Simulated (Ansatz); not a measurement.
**WO3, pressure series**

Take WO3 (space group Cmcm, No. 63; a = 5.454 Å, b = 5.474 Å, c = 7.460 Å; a cell from a computed database, its experimental status unchecked) as the base.

Cell and atoms are relaxed at each pressure.

Computed with PBEsol (Ansatz, a program for electronic structure; PAW; 420 eV plane waves; spin-orbit coupling left out).

Two rows of this table had their results exchanged by mistake.

```tsv
pressure	volume per atom (Å³)	shortest distance (Å)	band gap
pressure −1 GPa	14.01	1.779	1.37 eV
pressure 0.3 GPa	13.80	1.779	1.32 eV
pressure 0.7 GPa	13.86	1.779	1.34 eV
pressure 1.5 GPa	13.90	1.779	1.34 eV
pressure 3 GPa	13.68	1.779	1.30 eV
pressure 5 GPa	13.54	1.778	1.28 eV
pressure 7.5 GPa	13.38	1.777	1.27 eV
pressure 10 GPa	13.24	1.775	1.26 eV
```

Question: Which two?

Answer: The rows for pressure 0.3 GPa and pressure 1.5 GPa: the volume has to fall steadily with pressure, so 13.90 Å³ belongs to pressure 0.3 GPa and 13.80 Å³ to pressure 1.5 GPa.

Spin-orbit coupling, missing from the scalar runs, can matter with W. Load acts through the strain it causes; cell and atoms are relaxed under it. Stability against distortions was not tested. No other phases were tried under pressure.
